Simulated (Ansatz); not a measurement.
Consider Lu in the hcp (Mg type) structure (space group P6_3/mmc, No. 194; a = 3.445 Å, c = 5.349 Å).

Method: Ansatz (a first-principles code), PBEsol, PAW, cutoff 420 eV, without spin-orbit coupling, earlier PAW set.

For the base:

- Volume per atom: 27.49 Å³
- c/a ratio: 1.553

Now apply this change: every Lu is replaced by Gd; the structure is relaxed again.

Q: What does the calculation give for the volume per atom after the change?

A: The volume per atom rises by 3.856 Å³ (27.49 Å³ → 31.34 Å³).

Q: What does the calculation give for the c/a ratio after the change?

A: The c/a ratio increases by 0.044 to 1.597.

The magnetic state is the one reached from the starting moments; the real material's order can differ, and small cells can't hold many antiferromagnetic ones. The state of the 4f shell was not checked for lower solutions. Whether these cells are dynamically stable was not tested.
